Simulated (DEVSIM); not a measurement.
**In0.49Ga0.51P/GaAs n-p heterojunction**

Structure: In0.49Ga0.51P/GaAs n-p heterojunction, at 300 K.

```tsv
layer (left to right)	material	thickness (μm)	Nd (cm⁻³)	Na (cm⁻³)	τn (s)	τp (s)
1	In0.49Ga0.51P	0.0570	1.7e17	-	1.6e-8	1.6e-8
2	GaAs	0.150	-	1.8e15	1.6e-8	1.6e-8
```

Left contact: ohmic. Right contact: ohmic. Voltage is applied to the left contact. Recombination: SRH at mid-gap, radiative. Mobility is μmin + (μ − μmin)/(1 + (N/Nref)^α).

This is a model device: material constants are rounded textbook-type values typed into the input, and sizes, dopings and lifetimes were drawn at random. Values at 300 K.

```csv
parameter,In0.49Ga0.51P,GaAs
gap (eV),1.89,1.424
affinity (eV),4,4.07
permittivity,11.8,12.9
Nc (cm⁻³),9e17,4.7e17
Nv (cm⁻³),1.3e19,9e18
μn (cm²/Vs),1500,8500
μp (cm²/Vs),80,400
"μn,min",400,500
"μp,min",15,20
"Nref,n",2e16,6e16
"Nref,p",1.5e17,1.5e17
αn,0.7,0.39
αp,0.8,0.38
B (cm³/s),1e-10,2e-10
```

DEVSIM, 1D drift-diffusion, Boltzmann statistics, complete ionisation; no tunnelling, impact ionisation, image-force lowering or self-heating. Band offsets follow the typed affinities; no thermionic-emission limit at abrupt steps, no polarisation charge.

| Item | Result |
|---|---|
| Potential step across the device at zero bias | 1.231 V |
| Largest field in the device at zero bias | 81000 V/cm |
| Dark forward voltage at 1 A/cm² | 0.782 V |
| Dark forward voltage at 100 A/cm² | 0.914 V |

Dark forward current:

```json
[
 {"V (V)": "-0.05", "J (A/cm²)": "-2.5e-11"},
 {"V (V)": "-0.10", "J (A/cm²)": "-9.5e-11"},
 {"V (V)": "-0.15", "J (A/cm²)": "-3.1e-10"},
 {"V (V)": "-0.20", "J (A/cm²)": "-1.1e-9"},
 {"V (V)": "-0.25", "J (A/cm²)": "-4.7e-9"},
 {"V (V)": "-0.30", "J (A/cm²)": "-2.4e-8"},
 {"V (V)": "-0.35", "J (A/cm²)": "-1.3e-7"},
 {"V (V)": "-0.40", "J (A/cm²)": "-8.1e-7"},
 {"V (V)": "-0.45", "J (A/cm²)": "-5.1e-6"},
 {"V (V)": "-0.50", "J (A/cm²)": "-3.3e-5"},
 {"V (V)": "-0.55", "J (A/cm²)": "-0.00021"},
 {"V (V)": "-0.60", "J (A/cm²)": "-0.0013"},
 {"V (V)": "-0.65", "J (A/cm²)": "-0.0083"},
 {"V (V)": "-0.70", "J (A/cm²)": "-0.052"},
 {"V (V)": "-0.75", "J (A/cm²)": "-0.32"},
 {"V (V)": "-0.80", "J (A/cm²)": "-1.9"},
 {"V (V)": "-0.85", "J (A/cm²)": "-11"},
 {"V (V)": "-0.90", "J (A/cm²)": "-63"},
 {"V (V)": "-0.95", "J (A/cm²)": "-330"},
 {"V (V)": "-1.00", "J (A/cm²)": "-1600"},
 {"V (V)": "-1.05", "J (A/cm²)": "-5900"}
]
```
